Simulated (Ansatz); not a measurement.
Levels about the gap of amorphous Si₂₄O₅₀Ti (75 atoms in a cell of 1136 Å³, 2.22 g/cm³; zone centre alone, so wide bands show as single levels with stretches between that a denser mesh fills), at the geometry that PBE relaxed, where it gives 0.0 GPa on a denser mesh. The participation number counts the atoms over which a state spreads; weights are charges in smoothed Voronoi cells. The levels come from a single point, so bond lengths are those of that geometry. Method of the levels: PBE, scalar-relativistic without spin-orbit coupling (Ansatz, a program for electronic structure). Sampling: the zone centre alone; Fermi-Dirac width 0.02 eV; no spin polarisation. At PBE the levels at both edges of the gap are localised (band-tail or defect states), and the nearest spread-out levels lie 5.3 eV apart at the zone centre.

Preparation: random packing, a CHGNet melt and quench, and a DFT relaxation. O atoms were pushed apart under 1.9 Å during the dynamics, to hinder bonds among them. The hot cell started wider than the set density and was brought back towards it in steps. It is the lowest in DFT energy of 2 quenches. It is a model cell: composition and starting density were chosen by hand, and all elements were melted together. No dispersion term was used. Its density started from a set value of 2.24 and ended at 2.22 g/cm³. Cooling (nominally 320 K/ps over its main leg) ran many orders faster than in experiment, which tends to leave more defects and strain. One small periodic cell is one sample of the glass; other quenches scatter about these values. Volume and shape were free in the relaxation.

```tsv
E - E(highest filled), eV	filling	participation number	largest on	weight O	weight Ti	weight Si
-0.26	filled	16.3	O, 2 neighbours	0.96	0.00	0.04
-0.23	filled	27.9	O, 2 neighbours	0.96	0.00	0.04
-0.21	filled	20.6	O, 2 neighbours	0.96	0.00	0.03
-0.10	filled	20.9	O, 2 neighbours	0.97	0.00	0.03
-0.07	filled	21.1	O, 2 neighbours	0.96	0.00	0.03
-0.05	filled	23.7	O, 2 neighbours	0.97	0.00	0.03
0.00	filled	8.1	O, 2 neighbours	0.97	0.00	0.03
4.20	empty	1.8	Ti, 4 neighbours	0.23	0.74	0.03
4.50	empty	1.8	Ti, 4 neighbours	0.24	0.73	0.03
4.87	empty	2.0	Ti, 4 neighbours	0.24	0.71	0.05
5.27	empty	57.4	Si, 4 neighbours	0.68	0.02	0.30
5.44	empty	2.2	Ti, 4 neighbours	0.29	0.67	0.05
6.02	empty	2.3	Ti, 4 neighbours	0.31	0.65	0.05
6.57	empty	28.4	Si, 4 neighbours	0.63	0.02	0.36
```

Most localised among these is the empty level at +4.20 eV, on a Ti atom, which has 4 neighbours (O 1.79 Å, O 1.80 Å, O 1.82 Å, O 1.86 Å).
